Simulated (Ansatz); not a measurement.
Structure of amorphous Si24O59P4Na2 (periodic cell):

```
CELL_PARAMETERS angstrom
     10.95516     0.00000     0.00000
      0.00000    10.95516     0.00000
      0.00000     0.00000    10.95516
ATOMIC_POSITIONS crystal
  Si 0.54092 0.20715 0.04299
  Si 0.47902 0.69154 0.99383
  Si 0.22452 0.71529 0.09409
  Si 0.98540 0.09264 0.24928
  Si 0.32370 0.58428 0.53243
  Si 0.22405 0.35155 0.41283
  Si 0.76731 0.03101 0.37149
  Si 0.99146 0.90464 0.43114
  Si 0.00211 0.76709 0.98212
  Si 0.39686 0.19132 0.27342
  Si 0.55895 0.94921 0.90938
  Si 0.90239 0.40097 0.98692
  Si 0.49083 0.96007 0.41578
  Si 0.97582 0.39096 0.27527
  Si 0.28101 0.19655 0.02877
  Si 0.01462 0.67595 0.24714
  Si 0.38381 0.99506 0.67781
  Si 0.16208 0.38228 0.86896
  Si 0.63038 0.46099 0.94755
  Si 0.82766 0.91594 0.84116
  Si 0.40642 0.53197 0.79770
  Si 0.15372 0.97264 0.04373
  Si 0.93300 0.10557 0.67048
  Si 0.18802 0.19517 0.64594
  O  0.58746 0.07373 0.99010
  O  0.36214 0.66149 0.08129
  O  0.06858 0.04269 0.13999
  O  0.23788 0.47147 0.49895
  O  0.97132 0.23703 0.24339
  O  0.87888 0.36926 0.40043
  O  0.52232 0.20665 0.19152
  O  0.68044 0.90201 0.83570
  O  0.35812 0.30914 0.35758
  O  0.06699 0.85745 0.55648
  O  0.59291 0.64526 0.28109
  O  0.47865 0.97445 0.56500
  O  0.60425 0.69896 0.51154
  O  0.88142 0.96936 0.71144
  O  0.92466 0.42997 0.12952
  O  0.43113 0.66764 0.85387
  O  0.40801 0.54367 0.64971
  O  0.07970 0.09400 0.66328
  O  0.98829 0.78769 0.34127
  O  0.41021 0.61380 0.41701
  O  0.26089 0.88890 0.43742
  O  0.62204 0.33002 0.01738
  O  0.86846 0.19224 0.77710
  O  0.15995 0.65971 0.21645
  O  0.27618 0.48088 0.84972
  O  0.04650 0.14154 0.91107
  O  0.31954 0.12956 0.67336
  O  0.22926 0.69558 0.57273
  O  0.90482 0.19174 0.55067
  O  0.84348 0.03045 0.94286
  O  0.41128 0.06842 0.35314
  O  0.53742 0.45640 0.82746
  O  0.47040 0.82247 0.36233
  O  0.84491 0.03200 0.24374
  O  0.74199 0.17832 0.40388
  O  0.58816 0.58766 0.02024
  O  0.18038 0.24397 0.50647
  O  0.95692 0.55260 0.30256
  O  0.85849 0.25456 0.99121
  O  0.41317 0.23492 0.97311
  O  0.94397 0.72478 0.11654
  O  0.01989 0.43077 0.89662
  O  0.05938 0.90160 0.95416
  O  0.72450 0.34286 0.56764
  O  0.28470 0.18065 0.17633
  O  0.16512 0.30703 0.74123
  O  0.12403 0.38681 0.31036
  O  0.63227 0.97885 0.37090
  O  0.23389 0.86335 0.10781
  O  0.45441 0.97546 0.80673
  O  0.19358 0.31016 0.99451
  O  0.85077 0.94772 0.46733
  O  0.04791 0.02950 0.37204
  O  0.88512 0.78217 0.88558
  O  0.12862 0.68209 0.97806
  O  0.26952 0.89300 0.67196
  O  0.52214 0.83430 0.00032
  O  0.78101 0.47610 0.93253
  O  0.25260 0.06040 0.97639
  P  0.53363 0.69456 0.39380
  P  0.80835 0.27778 0.48362
  P  0.21122 0.83756 0.55133
  P  0.91296 0.15226 0.90968
  Na 0.75798 0.60064 0.18632
  Na 0.64026 0.52175 0.60433
```

Methods: PBE, scalar-relativistic without spin-orbit coupling (Ansatz, a program for electronic structure); r2SCAN, scalar-relativistic without spin-orbit coupling (Ansatz); HSE06, scalar-relativistic without spin-orbit coupling (Ansatz). Neutral PBE cell, which sets geometry, pressure and energy: sampling: a 2×2×2 Γ-centred mesh; Fermi-Dirac width 0.02 eV; no spin polarisation. Exact exchange is cut at the faces of this 11 Å cell, which leaves hybrid gaps a finite-size error.

It comes from a melt-quench run on a machine-learned potential (CHGNet), relaxed afterwards by DFT. O atoms were pushed apart under 1.9 Å during the dynamics, to hinder bonds among them. The hot cell started wider than the set density and was brought back towards it in steps. It is the lowest in DFT energy of 2 quenches. It is a model cell: composition and starting density were chosen by hand, and all elements were melted together. No dispersion term was used. Its density started from a set value of 2.23 and ended at 2.26 g/cm³. Cooling (nominally 480 K/ps over its main leg) ran many orders faster than in experiment, which tends to leave more defects and strain. A cell of this size samples the disorder only roughly. The volume was free in the relaxation, at fixed shape.

Q: Give the pressure and the spacing of the highest filled and lowest empty levels.

A: 
| Property | Result |
|---|---|
| Pressure on a 2×2×2 Γ-centred mesh | -0.05 GPa |
| Largest force and stress component on that mesh (the relaxation ran on the zone centre alone) | 0.02 eV/Å and 1.8 GPa |
| Level gap on a 2×2×2 Γ-centred mesh (PBE) | 3.77 eV |
| Level gap at the zone centre (PBE) | 3.77 eV |
| Level gap at the zone centre (r2SCAN) | 4.43 eV |
| Level gap at the zone centre (HSE06) | 5.52 eV |
| Distance between the nearest levels spread over more than a fifth of the atoms or a third of the atoms of their main element (six at least) (PBE, zone centre) | 5.19 eV |

Q: At PBE and the zone centre, how localised are the states just below and above the Fermi level (participation number: the atoms over which a state spreads)?

A: The highest filled state is spread over 2.7 atoms' worth, largest on O37, with weights by element (charge in smoothed Voronoi cells) O 0.96, P 0.03, Na 0.01. The lowest empty state is spread over 58.1 atoms' worth, largest on O82, with weights by element (charge in smoothed Voronoi cells) O 0.65, Si 0.29, Na 0.04.

At PBE the levels at the filled edge of the gap are localised (band-tail or defect states), and the nearest spread-out levels lie 5.2 eV apart at the zone centre.

Neighbours within Si-Si 2.60 Å, Si-O 1.94 Å, Si-P 2.55 Å, Si-Na 3.05 Å, O-O 1.58 Å, O-P 2.08 Å, O-Na 2.78 Å, P-P 2.50 Å, P-Na 3.00 Å, Na-Na 3.65 Å count as bonded. Two cations that share two anions don't count as bonded, nor two that share one unless they lie closer than Si-Si 2.38 Å, Si-P 2.33 Å, Si-Na 2.96 Å, P-P 2.29 Å, P-Na 2.92 Å, Na-Na 3.55 Å.

Added carriers, by PBE, scalar-relativistic without spin-orbit coupling in Ansatz on the zone centre alone. Charged cells keep the cell fixed and stand in a uniform background, with no image correction, at a width of 0.01 eV; where the count is odd the moment is locked at 1 μB, unless the neutral cell bore moments. Each starts from the undistorted neutral geometry alone. PBE's self-interaction favours spread-out carriers, so it can miss traps that a hybrid finds.

Q: What happens at PBE when the cell takes an extra electron and the atoms relax?

A: Relaxation lowers the charged cell by 0.34 eV. The largest moves are Si9 0.38 Å, O79 0.36 Å, O26 0.35 Å, Na88 0.30 Å. The level that holds the added charge spreads over 3.7 atoms' worth, most on Si9 (weight 0.49): a localised (trapped) carrier, which neighbours of that atom can share. No bond crosses its cut-off with a change of over 0.15 Å (metal-metal contacts aside). Made neutral again at that geometry, the cell lies +1.78 eV from the neutral start.

Q: What happens at PBE when the cell takes a hole and the atoms relax?

A: Relaxation lowers the charged cell by 0.19 eV. The largest moves are O35 0.16 Å, Na88 0.16 Å, Na89 0.15 Å, O57 0.08 Å. The level that was emptied spreads over 6.4 atoms' worth, most on O35 (weight 0.26): a partly localised carrier. No bond crosses its cut-off with a change of over 0.15 Å (metal-metal contacts aside). Made neutral again at that geometry, the cell lies +0.29 eV from the neutral start.

A PBE run started with 1 μB on atoms that lack a bond or may hold spare charge lost its moments; other starts weren't tried.
